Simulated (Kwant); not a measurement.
Device: wire with a side stub in a GaAs two-dimensional gas. Effective mass 0.067 mₑ, grid spacing 1.7 nm, hard walls, nominal width 40 nm (23 grid rows, so walls 40.8 nm apart), one parabolic valley, scattering region 120 nm long along x; energies count from the band bottom; Fermi energy swept from 0.0028062 to 0.033324 eV. Closed stub on one side, 40 nm wide and 26 nm deep.

The device is made up for the run: typed textbook-type constants, with dimensions and the other settings drawn at random.

Model: effective-mass tight-binding model on a square grid, one spin, coherent transport at 0 K (Kwant). Conductance is in e²/h.

Problem. How many channels do the leads carry at E = 23.8, 27.4 meV?

Solution. The hard-wall thresholds are n² ħ²π²/(2mW²) = n² × 3.37 meV with W = 40.8 nm. √(23.8/3.37) = 2.66, so 2. √(27.4/3.37) = 2.85, so 2.
